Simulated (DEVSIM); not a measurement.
Device: abrupt GaAs p-n junction, at 300 K.

```csv
layer (left to right),material,thickness (μm),Nd (cm⁻³),Na (cm⁻³),τn (s),τp (s)
1,GaAs,4.00,-,2.2e15,6e-8,6e-8
2,GaAs,8.40,1.4e14,-,6e-8,6e-8
```

Left contact: ohmic. Right contact: ohmic. Voltage is applied to the left contact. Recombination: SRH at mid-gap, radiative, Auger. Mobility is μmin + (μ − μmin)/(1 + (N/Nref)^α).

The device is made up for the run: typed textbook-type constants, with dimensions and the other settings drawn at random. Values at 300 K.

```csv
parameter,GaAs
gap (eV),1.424
affinity (eV),4.07
permittivity,12.9
Nc (cm⁻³),4.7e17
Nv (cm⁻³),9e18
μn (cm²/Vs),8500
μp (cm²/Vs),400
"μn,min",500
"μp,min",20
"Nref,n",6e16
"Nref,p",1.5e17
αn,0.39
αp,0.38
B (cm³/s),2e-10
Cn (cm⁶/s),1e-30
Cp (cm⁶/s),1e-30
```

Simulated with DEVSIM: 1D drift-diffusion, Boltzmann statistics, complete ionisation; no tunnelling, impact ionisation, image-force lowering or self-heating.

Base results: largest field in the device at zero bias (V/cm) 6000; dark forward voltage at 100 A/cm² (V) 1.174; potential step across the device at zero bias (V) 0.999; dark forward voltage at 1 A/cm² (V) 0.935.

### Question
What follows from this one change: thickness of layer 1 4 → 6.8 μm?

### Answer
largest field in the device at zero bias little changed (6000 V/cm); dark forward voltage at 100 A/cm² 1.174 → 1.194 V; potential step across the device at zero bias little changed (0.999 V); dark forward voltage at 1 A/cm² 0.935 → 0.945 V.

### Question
What follows from this one change: thickness of layer 2 8.4 → 5 μm?

### Answer
largest field in the device at zero bias little changed (6000 V/cm); dark forward voltage at 100 A/cm² 1.174 → 1.141 V; potential step across the device at zero bias little changed (0.999 V); dark forward voltage at 1 A/cm² 0.935 → 0.930 V.

### Question
What follows from this one change: doping Nd of layer 2 1.4e+14 → 4.2e+13 cm^-3?

### Answer
largest field in the device at zero bias 6000 → 3700 V/cm; dark forward voltage at 100 A/cm² 1.174 → 1.287 V; potential step across the device at zero bias 0.999 → 0.968 V; dark forward voltage at 1 A/cm² little changed (0.932 V).

### Question
What follows from this one change: doping Na of layer 1 2.2e+15 → 2.2e+14 cm^-3?

### Answer
largest field in the device at zero bias 6000 → 4600 V/cm; dark forward voltage at 100 A/cm² 1.174 → 1.244 V; potential step across the device at zero bias 0.999 → 0.940 V; dark forward voltage at 1 A/cm² 0.935 → 0.881 V.
